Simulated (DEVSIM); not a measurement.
abrupt Ge p-n junction

System: abrupt Ge p-n junction, at 300 K.

| layer (left to right) | material | thickness (μm) | Nd (cm⁻³) | Na (cm⁻³) | τn (s) | τp (s) |
|---|---|---|---|---|---|---|
| 1 | Ge | 2.80 | - | 8.2e17 | 3.6e-6 | 3.6e-6 |
| 2 | Ge | 130 | 3.1e15 | - | 3.6e-6 | 3.6e-6 |

Left contact: ohmic. Right contact: ohmic. Voltage is applied to the left contact. Recombination: SRH at mid-gap, radiative. Mobility is μmin + (μ − μmin)/(1 + (N/Nref)^α).

Constants are typed, rounded textbook-type inputs, not results; the design itself was drawn at random and stands for no fabricated device. Values at 300 K.

| parameter | Ge |
|---|---|
| gap (eV) | 0.664 |
| affinity (eV) | 4 |
| permittivity | 16 |
| Nc (cm⁻³) | 1.04e19 |
| Nv (cm⁻³) | 6e18 |
| μn (cm²/Vs) | 3900 |
| μp (cm²/Vs) | 1900 |
| μn,min | 150 |
| μp,min | 100 |
| Nref,n | 2.6e17 |
| Nref,p | 4e17 |
| αn | 0.56 |
| αp | 0.6 |
| B (cm³/s) | 6.4e-14 |

Simulated with DEVSIM: 1D drift-diffusion, Boltzmann statistics, complete ionisation; no tunnelling, impact ionisation, image-force lowering or self-heating.

```json
{
 "potential_step_across_the_device_at_zero_bias": "0.403 V",
 "largest_field_in_the_device_at_zero_bias": "44000 V/cm",
 "Dark forward voltage at 1 A/cm²": "0.241 V",
 "Dark forward voltage at 100 A/cm²": "0.451 V"
}
```

Dark reverse current:

| V (V) | J (A/cm²) |
|---|---|
| -0.40 | -0.00013 |
| -1.00 | -0.00015 |
| -2.00 | -0.00016 |
| -3.00 | -0.00017 |
| -4.00 | -0.00018 |
| -6.00 | -0.00020 |
| -8.00 | -0.00021 |
| -10.00 | -0.00022 |

Small-signal capacitance in reverse bias (quasi-static):

```
V (V)  C (nF/cm²)
-----  ----------
-0.4         22.4
-1           16.3
-2           12.3
-3           10.3
-4           8.99
-6           7.43
-8           6.48
-10          5.82
```
